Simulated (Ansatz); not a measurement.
System: rock-salt NaH. Method: PBE (Ansatz, a quantum-chemistry and plane-wave program, plane waves, PAW).

Run with plane-wave cutoff 520 eV, 12×12×12 k mesh, Fermi–Dirac smearing 0.01 eV, scalar-relativistic PAW data made under PBE.

Energies at three volumes about the minimum:

```tsv
V (Å³/atom)	E − E_lowest (meV/atom)
13.818	0.43
14.100	0.00
14.382	0.39
```

### Question
Fit a parabola by hand: where is the minimum, what lattice constant follows, and what is the bulk modulus?

### Answer
Slopes: (0.00 − 0.43)/(14.100 − 13.818) = -1.525 and (0.39 − 0.00)/(14.382 − 14.100) = 1.383 meV/Å³. Curvature E″ = 2 × (1.383 − (-1.525))/(14.382 − 13.818) = 10.312 meV/Å⁶. From the middle of the first interval, the slope vanishes at V0 = 13.9590 − (-1.525)/10.312 = 14.107 Å³/atom. B = V0 E″ = 14.107 × 10.312 meV/Å³ × 0.1602 GPa per meV/Å³ = 23.3 GPa. With 8 atoms in the cube, a = (8 × 14.107)^(1/3) = 4.833 Å. The full Birch–Murnaghan fit to all volumes gives V0 = 14.102 Å³/atom and B0 = 23.2 GPa.

Measured, for comparison: bulk modulus 19.4 ± 2 GPa (room temperature, not corrected to a static lattice; as tabulated in High-pressure studies of NaH to 54 GPa); lattice constant a 4.872 Å (room temperature, not corrected to a static lattice, sources range from 4.872 to 4.880; as tabulated in Thermodynamic Modeling of Hydrogen Storage Capacity in Mg-Na Alloys). Computed less measured: bulk modulus +20 % (against room or unstated temperature, where such soft solids are markedly softer).
